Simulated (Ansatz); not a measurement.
## MoP, pressure series

Base system: MoP (space group P-6m2, No. 187; a = 3.2063 Å, c = 3.1738 Å).

Cell and atoms are relaxed at each pressure.

Computed with PBEsol, PAW, 420 eV (Ansatz, a first-principles code; no spin-orbit coupling).

Notes on the quantities. enthalpy: H = E + PV relative to the base's energy.

```
variant              density  shortest interatomic distance       enthalpy
----------------  ----------  -----------------------------  -------------
base              7.46 g/cm³                        2.438 Å              –
pressure −2 GPa   7.39 g/cm³                        2.445 Å  -0.18 eV/atom
pressure −1 GPa   7.43 g/cm³                        2.442 Å  -0.09 eV/atom
pressure 1.8 GPa  7.52 g/cm³                        2.432 Å  +0.16 eV/atom
pressure 4.2 GPa  7.59 g/cm³                        2.425 Å  +0.37 eV/atom
pressure 9 GPa    7.73 g/cm³                        2.411 Å  +0.78 eV/atom
pressure 18 GPa   7.97 g/cm³                        2.388 Å  +1.53 eV/atom
pressure 30 GPa   8.27 g/cm³                        2.361 Å  +2.50 eV/atom
pressure 45 GPa   8.60 g/cm³                        2.333 Å  +3.67 eV/atom
pressure 60 GPa   8.90 g/cm³                        2.308 Å  +4.80 eV/atom
```

Load acts through the strain it causes; cell and atoms are relaxed under it. Whether these cells are dynamically stable was not tested. Competing high-pressure phases were not computed. All final runs are without spin polarisation. An odd electron count without spin: MoP.
